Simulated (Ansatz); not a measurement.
CsCl-type KCl (model structure) (like a known high-pressure phase) was calculated with LDA (plane waves, PAW; Ansatz, a first-principles code).

Run with plane-wave cutoff 500 eV, 8×8×8 k mesh, gaussian smearing 0.02 eV, scalar-relativistic PAW data made under PBE.

Cell (relaxed at this level):

```cif
data_ClK
_chemical_formula_sum 'K1 Cl1'
_space_group_name_H-M_alt 'P 1'
_space_group_IT_number 1
_cell_length_a 3.63674
_cell_length_b 3.63674
_cell_length_c 3.63674
_cell_angle_alpha 90.000
_cell_angle_beta 90.000
_cell_angle_gamma 90.000
loop_
_space_group_symop_operation_xyz
  'x, y, z'
loop_
_atom_site_label
_atom_site_type_symbol
_atom_site_fract_x
_atom_site_fract_y
_atom_site_fract_z
_atom_site_occupancy
K1 K 0.00000 0.00000 0.00000 1
Cl1 Cl 0.50000 0.50000 0.50000 1
```

Question: What does this level give for the band gap?

Answer: 
band gap: 5.12 eV (on the SCF k mesh)

Computed values are for the static lattice.

A model structure was made by putting elements into a prototype or built by hand; it is no filed structure, need not be a known phase, and can be a saddle point held by its symmetry.
